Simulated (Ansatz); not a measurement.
Surface energy of faces of beta Ga2O3 in PBE and in RPBE, in Ansatz (plane waves, PAW). Symmetric slabs relaxed with PBE from ideal cuts in 1x1 cells (the lowest computed cut and spin start of each face; real faces may reconstruct in larger cells); RPBE values are single points on them, with the bulk at the same level. No spin-orbit coupling, no U.

```json
[
 {"face": "(001)", "PBE (J/m²)": "1.63", "RPBE (J/m²)": "1.42"},
 {"face": "(100)", "PBE (J/m²)": "0.47", "RPBE (J/m²)": "0.29"},
 {"face": "(101) (10 Ga–Ga, 4 Ga–O bonds formed; 2 Ga–O bonds broke; O ended outermost)", "PBE (J/m²)": "1.59", "RPBE (J/m²)": "1.42"},
 {"face": "(110) (2 Ga–O bonds formed; 6 Ga–O bonds broke; O ended outermost)", "PBE (J/m²)": "1.33", "RPBE (J/m²)": "?"},
 {"face": "(111)", "PBE (J/m²)": "1.21", "RPBE (J/m²)": "0.99"}
]
```

Problem. Fit a straight line y = a·x + b by least squares to the 4 complete rows (x: PBE (J/m²); y: RPBE (J/m²)).

Solution. the means are x̄ = 1.2250 and ȳ = 1.0300; Σ(x − x̄)² = 0.86750 and Σ(x − x̄)(y − ȳ) = 0.85960, so a = 0.991 and b = ȳ − a·x̄ = -0.184. The largest residual is 0.028.

Problem. What does the line predict for the withheld row, (110) (2 Ga–O bonds formed; 6 Ga–O bonds broke; O ended outermost), and what did the calculation give?

Solution. the line gives 1.13; the calculation gave 1.13, a miss of 0.00, of the size of the fitted rows' scatter and rounding.

Ansatz is an electronic-structure program.
